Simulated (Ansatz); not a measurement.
Start from Cu$_{3}$N (space group Pm-3m, No. 221; a = 3.765 Å). Axes: x, y, z lie along the cube axes.

One thing is altered: the cell is stretched by 2.52 % along z with no lateral relaxation; the atoms relax in the strained cell.

Levels (all Ansatz, a first-principles code, PAW, earlier PAW set): PBEsol (420 eV, spin-orbit coupling left out); HSE06 (420 eV, scalar-relativistic without spin-orbit coupling); PBEsol+SOC (420 eV, noncollinear with spin-orbit coupling).

One geometry, relaxed with PBEsol, under each level:

| level | band gap | lowest conduction level above the VBM at special points | pressure |
|---|---|---|---|
| PBEsol | 0.09 eV | R 0.09 eV; M 0.10 eV; A 0.61 eV; Γ 1.01 eV | -3.0 GPa |
| HSE06 | 0.88 eV | R 0.88 eV; M 0.90 eV; A 1.67 eV; Γ 2.32 eV | – |
| PBEsol+SOC | zero | – | -3.0 GPa |

Single points use the geometry relaxed with PBEsol. HSE06 gaps are upper bounds (no full band path). The spin-orbit shifts are approximate. Whether these cells are dynamically stable was not tested. The runs without spin-orbit coupling are not spin-polarised. Gaps under 0.05 eV, about the width of the smearing, are given as zero. A zero or small gap of Cu3N can be the functional's error rather than a property of the material. k-point labels follow each cell's own Brillouin zone.
